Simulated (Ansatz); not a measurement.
Ga2O3, response to strain

Take Ga₂O₃ in the corundum structure (space group R-3c, No. 167; a = 5.0003 Å, c = 13.4488 Å (hexagonal axes)) as the base. Axes: x lies along a and z along c of the hexagonal cell.

Strains are applied to the cell and any free atomic positions relax; under biaxial strain the out-of-plane vector relaxes too.

Computed with PBEsol in Ansatz (plane waves to 420 eV, PAW, no SOC).

Candidates:
(a) biaxial strain +1.50 %, plane normal [001], relaxed out of plane
(b) biaxial strain +2.25 %, plane normal [001], relaxed out of plane
(c) biaxial strain +0.75 %, plane normal [001], relaxed out of plane
(d) biaxial strain +3.00 %, plane normal [001], relaxed out of plane

Notes on the quantities. energy relative to the base: free energy F.

### Question
Order them by energy relative to the base, highest first.

### Answer
(d) biaxial strain +3.00 %, plane normal [001], relaxed out of plane (+24 meV/atom), (b) biaxial strain +2.25 %, plane normal [001], relaxed out of plane (+14 meV/atom), (a) biaxial strain +1.50 %, plane normal [001], relaxed out of plane (+6.1 meV/atom), (c) biaxial strain +0.75 %, plane normal [001], relaxed out of plane (+1.6 meV/atom)

No phonon test of stability was made.

Ansatz is a program for electronic structure.
